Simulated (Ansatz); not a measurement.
## Al, response to strain

Base system: Al in the fcc (Cu type) structure (space group Fm-3m, No. 225; a = 3.992 Å; relaxed with 0.1 eV smearing). Axes: x, y, z lie along the cube axes.

Strains are applied to the cell and any free atomic positions relax; under biaxial strain the out-of-plane vector relaxes too.

Level of theory: r2SCAN in Ansatz (plane waves to 500 eV, PAW, no spin-orbit coupling), earlier PAW set.

Notes on the quantities. energy relative to the base: free energy F; pressure: mean of the normal stresses, compression positive.

```tsv
variant	shortest interatomic distance	energy relative to the base	pressure
base	2.823 Å	0 meV/atom	0.0 GPa
biaxial strain −4.97 %, plane normal [111], relaxed out of plane	2.683 Å	+52 meV/atom	8.2 GPa
biaxial strain −3.83 %, plane normal [111], relaxed out of plane	2.715 Å	+29 meV/atom	5.8 GPa
uniaxial strain ε_xx = +5.77 %	2.823 Å	+20 meV/atom	-4.3 GPa
uniaxial strain ε_zz = +3.91 %	2.823 Å	+9.3 meV/atom	-3.1 GPa
tensor shear ε_yz = −1.43 %	2.783 Å	+1.7 meV/atom	0.1 GPa
```

Whether these cells are dynamically stable was not tested.

Ansatz is a quantum-chemistry and plane-wave program.
